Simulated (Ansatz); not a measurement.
## SiNF (model structure, P3m1, No. 156, 3 atoms in the cell)

These are PBE-D3(BJ) in Ansatz (PAW) values and carry that method's errors.

Run with plane-wave cutoff 520 eV, 12×12×6 k mesh (along the axes of the cell as run), Fermi–Dirac smearing 0.01 eV, scalar-relativistic PAW data made under PBE.

Cell (relaxed at this level):

```yaml
crystal:
  lattice:
    - [2.91020, 0.00000, 0.00000]
    - [-1.45510, 2.52031, 0.00000]
    - [0.00000, 0.00000, 4.76837]
  atoms:
    - { symbol: Si, position: [0.00000, 0.00000, 0.36938] }
    - { symbol: N, position: [0.66667, 0.33333, 0.27479] }
    - { symbol: F, position: [0.00000, 0.00000, 0.70750] }
```

```
Property                              Result
---------------  ---------------------------
band gap         4.88 eV (on the SCF k mesh)
direct gap at Γ                      6.58 eV
```

Note: the relaxation could raise the start's symmetry but not lower it, so the cell can be a saddle point.

Computed values are for the static lattice.

A model structure was made by putting elements into a prototype or built by hand; it is no filed structure, need not be a known phase, and can be a saddle point held by its symmetry.

Ansatz is a first-principles code.
